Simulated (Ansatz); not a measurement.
Consider SrO in the rock salt structure (space group Fm-3m, No. 225; a = 5.195 Å). Axes: x, y, z lie along the cube axes.

Computed with PBE (Ansatz, a quantum-chemistry and plane-wave program, PAW, no spin-orbit coupling).

The change: the cell is scaled by 1.0300 in all directions, atoms relaxed at fixed cell.

Question: Predict the stress tensor and what it implies for the stiffness.

Answer: Stress of the strained cell less that of the base (GPa, compression positive):
```
  -6.15    0.00    0.00
   0.00   -6.15    0.00
   0.00    0.00   -6.15
```

Then B = −ΔP/(ΔV/V₀) with ΔV/V₀ = 0.0927 gives secant stiffness values (nonlinear terms included at this strain): B ≈ 66 GPa.

As a check, the harmonic strain energy −½ V₀ Δσ:ε is 30 meV/atom; the computed energy rise is 34 meV/atom.

Stability against distortions was not tested.
